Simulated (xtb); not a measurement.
xtb 6.7.1, GFN2-xTB: W(Cl)2(OMe)4 (C[O][W]([Cl])([Cl])([O]C)([O]C)[O]C), 23 atoms. The geometry is a generated start, not checked to be a minimum at this level.

run flags: --grad
method: GFN2-xTB
--acc: 1 (default)
--etemp (K): 300 (default)
basis functions: 74
valence electrons: 72

```xyz
23

W     -0.4624     0.3431     0.2458
Cl    -1.9813    -1.2787    -0.5558
Cl    -2.2588     1.5327     1.1502
O     -0.4192    -0.6216     1.7539
C     -1.2755    -1.2572     2.6553
H     -1.7768    -2.0965     2.1464
H     -0.7180    -1.6364     3.5185
H     -2.0330    -0.5310     2.9950
O      0.7107     1.5960     0.9151
C      1.6701     2.1954     0.0995
H      1.1616     2.7685    -0.6967
H      2.3043     2.8702     0.6859
H      2.2962     1.4049    -0.3559
O      0.8670    -0.6441    -0.5549
C      1.2382    -1.9715    -0.3162
H      0.4463    -2.6364    -0.6983
H      2.1805    -2.2031    -0.8289
H      1.3608    -2.1293     0.7696
O     -0.7245     1.2335    -1.3028
C     -0.6605     0.8484    -2.6421
H     -1.5938     0.3362    -2.9246
H     -0.5241     1.7223    -3.2902
H      0.1921     0.1547    -2.7689
```

Charge 0 and multiplicity 1 are set for this test and not shown to be the ground state.

One run each on 1 thread. Values of broydamp tried: 0.02, 0.05, 0.1, 0.2, 0.4 (default), 0.6, 0.8, 1.

Predict the course of the SCC iterations along this series.

Fewest SCC iterations, within one of each other: 0.1 with 23, 0.2 with 23, 0.4 (default) with 23, 0.6 with 22, 0.8 with 23, 1 with 22. The count rises to 36 at 0.02. All converge to one solution.

```
broydamp       SCC iterations            end
-------------  --------------  -------------
0.02                       36  same solution
0.05                       28  same solution
0.1                        23  same solution
0.2                        23  same solution
0.4 (default)              23  same solution
0.6                        22  same solution
0.8                        23  same solution
1                          22  same solution
```
